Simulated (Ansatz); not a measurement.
Ag2S (within 0.1 Å of Cmcm, No. 63, 6 atoms in the cell; start mp-556225; a measured phase of this formula has another space group) was calculated with HSE06 (Ansatz, a quantum-chemistry and plane-wave program, PAW).

Settings: plane-wave cutoff 460 eV, 6×4×6 k mesh (along the axes of the cell as run), Fermi–Dirac smearing 0.01 eV, no spin polarisation, scalar-relativistic PAW data made under PBE.

Cell (relaxed with PBEsol):

```xyz
6
Lattice="4.1729 0.0000 -0.0113 0.0000 7.2050 0.0000 -1.5645 0.0000 3.8690" Properties=species:S:1:pos:R:3 pbc="T T T"
Ag    -0.9460     1.8012     3.4502
Ag     3.5545     5.4037     0.4075
Ag     1.3042     0.0000     1.9288
Ag     1.3042     3.6025     1.9288
S      2.6092     1.8012     1.0456
S     -0.0008     5.4037     2.8120
```

Q: Estimate the band gap that the calculation returns.

A: 
* **band gap**: 2.13 eV (on the SCF k mesh)

Note: cell and atoms aren't relaxed at this level (pressure 4.8 GPa).

Spin–orbit coupling is not included.

Static lattice: no zero-point or thermal effects.

Computing time: very roughly 12 core-minutes.

A start named mp-… is a Materials Project structure, which need not be a measured phase.
